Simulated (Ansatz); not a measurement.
**Pressure series in Ta5Si3**

Consider Ta$_{5}$Si$_{3}$ (space group I4/mcm, No. 140; a = 6.5035 Å, c = 11.8140 Å).

Cell and atoms are relaxed at each pressure.

Level of theory: plane-wave PAW DFT at the PBEsol level (Ansatz, an electronic-structure program, 420 eV), no spin-orbit coupling.

Notes on the quantities. enthalpy: H = E + PV relative to the base's energy.

```json
[
 {"case": "base", "enthalpy": "–", "density": "13.15 g/cm³"},
 {"case": "pressure −2 GPa", "enthalpy": "-0.20 eV/atom", "density": "13.03 g/cm³"},
 {"case": "pressure −1 GPa", "enthalpy": "-0.10 eV/atom", "density": "13.09 g/cm³"},
 {"case": "pressure 0.3 GPa", "enthalpy": "+0.03 eV/atom", "density": "13.16 g/cm³"},
 {"case": "pressure 0.7 GPa", "enthalpy": "+0.07 eV/atom", "density": "13.19 g/cm³"},
 {"case": "pressure 1.5 GPa", "enthalpy": "+0.15 eV/atom", "density": "13.23 g/cm³"},
 {"case": "pressure 3 GPa", "enthalpy": "+0.29 eV/atom", "density": "13.32 g/cm³"},
 {"case": "pressure 5 GPa", "enthalpy": "+0.48 eV/atom", "density": "13.42 g/cm³"},
 {"case": "pressure 7.5 GPa", "enthalpy": "+0.72 eV/atom", "density": "13.56 g/cm³"},
 {"case": "pressure 10 GPa", "enthalpy": "+0.95 eV/atom", "density": "13.69 g/cm³"}
]
```

Load acts through the strain it causes; cell and atoms are relaxed under it. Stability against distortions was not tested. No other phases were tried under pressure. The final runs are not spin-polarised.
